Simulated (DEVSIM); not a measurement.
Structure: Si/Ge n-p heterojunction, at 300 K.

```tsv
layer (left to right)	material	thickness (μm)	Nd (cm⁻³)	Na (cm⁻³)	τn (s)	τp (s)
1	Si	0.450	9.9e17	-	0.0004	0.0004
2	Ge	0.0300	-	5.1e16	0.0004	0.0004
```

Left contact: ohmic. Right contact: ohmic. Voltage is applied to the left contact. Recombination: SRH at mid-gap, radiative, Auger. Mobility is μmin + (μ − μmin)/(1 + (N/Nref)^α).

The device is made up for the run: typed textbook-type constants, with dimensions and the other settings drawn at random. Values at 300 K.

| parameter | Si | Ge |
|---|---|---|
| gap (eV) | 1.124 | 0.664 |
| affinity (eV) | 4.05 | 4 |
| permittivity | 11.7 | 16 |
| Nc (cm⁻³) | 2.86e19 | 1.04e19 |
| Nv (cm⁻³) | 3.1e19 | 6e18 |
| μn (cm²/Vs) | 1417 | 3900 |
| μp (cm²/Vs) | 470 | 1900 |
| μn,min | 52 | 150 |
| μp,min | 45 | 100 |
| Nref,n | 9.7e16 | 2.6e17 |
| Nref,p | 2.2e17 | 4e17 |
| αn | 0.68 | 0.56 |
| αp | 0.72 | 0.6 |
| B (cm³/s) | 4.7e-15 | 6.4e-14 |
| Cn (cm⁶/s) | 2.8e-31 | 1e-31 |
| Cp (cm⁶/s) | 9.9e-32 | 1e-31 |

DEVSIM, 1D drift-diffusion, Boltzmann statistics, complete ionisation; no tunnelling, impact ionisation, image-force lowering or self-heating. Band offsets follow the typed affinities; no thermionic-emission limit at abrupt steps, no polarisation charge.

Q: Tabulate band edges, carrier densities and field at zero bias.

A: Energies count from the Fermi level of the right contact; mesh points crowd at the junctions.

| x (μm) | Ec (eV) | Ev (eV) | n (cm⁻³) | p (cm⁻³) | field (V/cm) |
|---|---|---|---|---|---|
| 0.000 | 0.087 | -1.037 | 9.9e17 | 120 | ≈ 0 |
| 0.003018 | 0.087 | -1.037 | 9.9e17 | 120 | ≈ 0 |
| 0.007891 | 0.087 | -1.037 | 9.9e17 | 120 | ≈ 0 |
| 0.01576 | 0.087 | -1.037 | 9.9e17 | 120 | ≈ 0 |
| 0.03425 | 0.087 | -1.037 | 9.9e17 | 120 | ≈ 0 |
| 0.05832 | 0.087 | -1.037 | 9.9e17 | 120 | ≈ 0 |
| 0.1013 | 0.087 | -1.037 | 9.9e17 | 120 | ≈ 0 |
| 0.1964 | 0.087 | -1.037 | 9.9e17 | 120 | ≈ 0 |
| 0.2879 | 0.087 | -1.037 | 9.9e17 | 120 | ≈ 0 |
| 0.3515 | 0.087 | -1.037 | 9.9e17 | 120 | ≈ 0 |
| 0.3908 | 0.087 | -1.037 | 9.9e17 | 120 | ≈ 0 |
| 0.4211 | 0.087 | -1.037 | 9.8e17 | 120 | 410 |
| 0.4340 | 0.091 | -1.033 | 8.6e17 | 140 | 8800 |
| 0.4419 | 0.110 | -1.014 | 4.1e17 | 280 | 48000 |
| 0.4481 | 0.160 | -0.964 | 5.8e16 | 2000 | 120000 |
| 0.4506 | 0.243 | -0.421 | 8.5e14 | 5.1e11 | 110000 |
| 0.4540 | 0.280 | -0.384 | 2.1e14 | 2.1e12 | 110000 |
| 0.4583 | 0.326 | -0.338 | 3.5e13 | 1.2e13 | 110000 |
| 0.4662 | 0.407 | -0.257 | 1.5e12 | 2.9e14 | 100000 |
| 0.4721 | 0.465 | -0.199 | 1.6e11 | 2.7e15 | 97000 |
| 0.4763 | 0.506 | -0.158 | 3.3e10 | 1.3e16 | 95000 |
| 0.4800 | 0.541 | -0.123 | 8.6e9 | 5.1e16 | 94000 |
